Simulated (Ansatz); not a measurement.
# NbP in the CsCl type structure (space group Pm-3m, No. 221; a hypothetical phase, not in the database extracts checked)

```cif
data_NbP
_chemical_formula_sum 'Nb1 P1'
_space_group_name_H-M_alt 'P 1'
_space_group_IT_number 1
_cell_length_a 3.07917
_cell_length_b 3.07917
_cell_length_c 3.07917
_cell_angle_alpha 90.000
_cell_angle_beta 90.000
_cell_angle_gamma 90.000
loop_
_space_group_symop_operation_xyz
  'x, y, z'
loop_
_atom_site_label
_atom_site_type_symbol
_atom_site_fract_x
_atom_site_fract_y
_atom_site_fract_z
_atom_site_occupancy
Nb1 Nb 0.00000 0.00000 0.00000 1
P1 P 0.50000 0.50000 0.50000 1
```

All numbers come from plane-wave PAW DFT at the PBEsol level (Ansatz, an electronic-structure program, 420 eV), scalar-relativistic without spin-orbit coupling. Γ-centred 15×15×15 mesh, Fermi–Dirac width 0.05 eV.

| Quantity | Result |
|---|---|
| Volume per atom | 14.60 Å³ |
| Density | 7.05 g/cm³ |
| Band gap | zero |
| Total energy | -2618.516 eV/atom (σ→0; compares only within this code and set-up) |

Whether these cells are dynamically stable was not tested. The final runs are not spin-polarised.
